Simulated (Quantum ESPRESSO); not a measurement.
Band structure of TiBi2O6 (I4mm, 9 atoms in the cell).

```yaml
crystal:
  lattice:
    - [-2.68465, 2.68465, 4.86725]
    - [2.68465, -2.68465, 4.86725]
    - [2.68465, 2.68465, -4.86725]
  atoms:
    - { symbol: Ti, position: [0.79780, 0.79780, 0.00000] }
    - { symbol: Bi, position: [0.49353, 0.99353, 0.50000] }
    - { symbol: Bi, position: [0.99353, 0.49353, 0.50000] }
    - { symbol: O, position: [0.07268, 0.07268, 0.00000] }
    - { symbol: O, position: [0.61387, 0.61387, 0.00000] }
    - { symbol: O, position: [0.10900, 0.62742, 0.00000] }
    - { symbol: O, position: [0.62742, 0.62742, 0.51842] }
    - { symbol: O, position: [0.62742, 0.10900, 0.00000] }
    - { symbol: O, position: [0.10900, 0.10900, 0.48158] }
```

Computed with PBEsol, PseudoDojo standard norm-conserving (PBESOL) pseudopotentials (plane waves; Quantum ESPRESSO 7.5).

Settings: ecutwfc = 85 Ry; occupations = smearing; smearing = cold; degauss = 0.0147 Ry; potentials = {Ti: Ti.upf, Bi: Bi.upf, O: O.upf}; K_POINTS = automatic 3 3 3 0 0 0; conv_thr = 1e-10 Ry.

The starting cell comes from a database of computed structures (which also holds hypothetical and non-ambient phases and stackings), without a prior relaxation at this level. Spin-orbit coupling is off. Spin polarisation is off, so a magnetic state, if there is one, cannot be reached.

Levels in eV from the Fermi level, bands 36 to 43:
```json
[
 {"point": "Γ", "36": "-0.26", "37": "-0.17", "38": "-0.15", "39": "-0.15", "40": "0.09", "41": "3.58", "42": "3.67", "43": "4.69"},
 {"point": "X", "36": "-0.58", "37": "-0.42", "38": "0.02", "39": "0.28", "40": "0.36", "41": "3.63", "42": "3.83", "43": "4.65"},
 {"point": "Y", "36": "-0.61", "37": "-0.45", "38": "-0.20", "39": "-0.06", "40": "0.36", "41": "3.55", "42": "4.10", "43": "4.60"},
 {"point": "S", "36": "-0.65", "37": "-0.59", "38": "-0.35", "39": "-0.07", "40": "0.12", "41": "3.24", "42": "3.82", "43": "4.71"},
 {"point": "Z", "36": "-0.41", "37": "-0.41", "38": "-0.39", "39": "-0.26", "40": "-0.19", "41": "2.52", "42": "3.07", "43": "4.70"},
 {"point": "S1", "36": "-0.65", "37": "-0.59", "38": "-0.35", "39": "-0.07", "40": "0.12", "41": "3.24", "42": "3.82", "43": "4.71"},
 {"point": "N", "36": "-0.67", "37": "-0.46", "38": "-0.13", "39": "0.01", "40": "0.10", "41": "3.32", "42": "4.44", "43": "4.70"},
 {"point": "P", "36": "-0.51", "37": "-0.51", "38": "-0.01", "39": "0.32", "40": "0.32", "41": "3.64", "42": "3.96", "43": "4.51"},
 {"point": "Y1", "36": "-0.61", "37": "-0.45", "38": "-0.20", "39": "-0.06", "40": "0.36", "41": "3.55", "42": "4.10", "43": "4.60"}
]
```

Bands cross the Fermi level along this path, so the cell is metallic at this level.
